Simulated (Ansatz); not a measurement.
Results of dielectric-dependent PBEsol hybrid (Ansatz, an electronic-structure program, plane waves, PAW) for Hf2N2O (Cc, No. 9, 10 atoms in the cell; start mp-1178187).

Numerical settings: plane-wave cutoff 460 eV, 6×6×6 k mesh, Fermi–Dirac smearing 0.01 eV, scalar-relativistic PAW data made under PBE.

Cell (relaxed with PBEsol):

```cif
data_Hf4N4O2
_chemical_formula_sum 'Hf4 N4 O2'
_space_group_name_H-M_alt 'P 1'
_space_group_IT_number 1
_cell_length_a 5.40691
_cell_length_b 5.40691
_cell_length_c 5.80567
_cell_angle_alpha 118.266
_cell_angle_beta 118.266
_cell_angle_gamma 61.082
loop_
_space_group_symop_operation_xyz
  'x, y, z'
loop_
_atom_site_label
_atom_site_type_symbol
_atom_site_fract_x
_atom_site_fract_y
_atom_site_fract_z
_atom_site_occupancy
Hf1 Hf 0.67034 0.13433 0.42703 1
Hf2 Hf 0.13433 0.67034 0.92703 1
Hf3 Hf 0.84966 0.37114 0.07077 1
Hf4 Hf 0.37114 0.84966 0.57077 1
N1 N 0.04057 0.94906 0.73537 1
N2 N 0.94906 0.04057 0.23537 1
N3 N 0.54527 0.74578 0.25305 1
N4 N 0.74578 0.54527 0.75305 1
O1 O 0.25171 0.44214 0.26378 1
O2 O 0.44214 0.25171 0.76378 1
```

### Question
Estimate the band gap and Γ–Γ gap that the calculation returns.

### Answer

band gap: 3.35 eV (on the SCF k mesh)
Γ–Γ gap: 4.27 eV

Note: cell and atoms aren't relaxed at this level (largest force component 0.02 eV/Å, pressure -1.1 GPa).

Spin–orbit coupling is not included.

Static lattice: no zero-point or thermal effects.

A start named mp-… is a Materials Project structure, which need not be a measured phase.
